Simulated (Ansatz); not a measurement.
Reference: BeSe (F-43m), PBEsol, rigid bands (plane waves, PAW, scalar-relativistic; Ansatz, a program for electronic structure); geometry: cell and atoms relaxed with PBEsol.

```
CELL_PARAMETERS angstrom
      0.00000     2.56432     2.56432
      2.56432     0.00000     2.56432
      2.56432     2.56432     0.00000
ATOMIC_POSITIONS crystal
  Be 0.00000 0.00000 0.00000
  Se 0.25000 0.25000 0.25000
```

The band gap comes out as 2.47 eV and the electron conductivity mass is 0.35 mₑ. The Seebeck coefficient, n-type 1e19 cm⁻³ is -271 μV/K.

### Question
Replace Se by S on the same sites and relax. What happens?

### Answer
BeS (F-43m): volume per atom 16.9 to 14.2 Å³; band gap rises (2.47 eV to 2.91 eV); electron conductivity mass rises (0.35 mₑ to 0.37 mₑ); Seebeck coefficient, n-type 1e19 cm⁻³ stays about the same (-271 μV/K to -275 μV/K).

### Question
Replace Be by Cd on the same sites and relax. What happens?

### Answer
CdSe (F-43m): volume per atom 16.9 to 28.1 Å³; band gap falls (2.47 eV to 0.48 eV); electron conductivity mass falls (0.35 mₑ to 0.061 mₑ); Seebeck coefficient, n-type 1e19 cm⁻³ falls in size (-271 μV/K to -47 μV/K).

Moves up to 5 % count as about the same. Masses are for dilute carriers at 300 K, harmonic means over directions unless an axis is named. Seebeck coefficients are for the stated density at 300 K, with one relaxation time for all states and whether or not that doping can be reached. Spin-orbit coupling is left out.
